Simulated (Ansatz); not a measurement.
Results of r²SCAN (Ansatz, a program for electronic structure, plane waves, PAW) for Ti₃Al (P6₃/mmc, No. 194).

Numerical settings: plane-wave cutoff 560 eV, 12×12×12 k mesh, Fermi–Dirac smearing 0.05 eV, no spin polarisation, scalar-relativistic PAW data made under PBE.

Cell (relaxed at this level):

```cif
data_Al2Ti6
_chemical_formula_sum 'Al2 Ti6'
_space_group_name_H-M_alt 'P63/mmc'
_space_group_IT_number 194
_space_group_name_Hall '-P 6c 2c'
_cell_length_a 5.74782
_cell_length_b 5.74782
_cell_length_c 4.63179
_cell_angle_alpha 90.000
_cell_angle_beta 90.000
_cell_angle_gamma 120.000
loop_
_atom_site_label
_atom_site_type_symbol
_atom_site_symmetry_multiplicity
_atom_site_Wyckoff_symbol
_atom_site_fract_x
_atom_site_fract_y
_atom_site_fract_z
_atom_site_occupancy
Al1 Al 2 c 0.33333 0.66667 0.25000 1
Ti1 Ti 6 h 0.34036 0.17018 0.25000 1
```

Task: Give the computed bulk modulus.

Result: 
* **bulk modulus**: 121 GPa

The run finds no gap.

Note: the bulk modulus is −V dP/dV from two relaxed cells at ±2 % in volume.

The computed numbers hold no vibrational or temperature effects.
